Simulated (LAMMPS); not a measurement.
MD of Al (fcc) at zero pressure, 4000 atoms, as a liquid; each row is its own run.

All values are model results, not measurements: classical MD, pair style eam/fs, file AlFe_mm.eam.fs (LAMMPS).

| T (K) | viscosity (mPa s) |
|---|---|
| 650 | 3.82 |
| 750 | 2.38 |
| 840 | 1.56 |
| 1210 | 0.962 |

Task: Fit an Arrhenius law, ln y = a + b / x, to these rows (x is the first column, y the second) and predict the run at x = 1030.

Result: Least squares gives a = -1.7074 and b = 1932. The slope times kB gives an activation energy of 0.17 eV. At x = 1030 the fit predicts 1.18 mPa s. The run itself gave 1.39 ± 0.08 mPa s, so the fit is 15 % low.

Caution: the potential EAM-type AlFe_mm.eam.fs is made for dilute Fe in Al.

Caution (rows 650; 750; 840): this liquid lies under the melting point of about 930 K that EAM-type AlFe_mm.eam.fs gives, so it is undercooled.
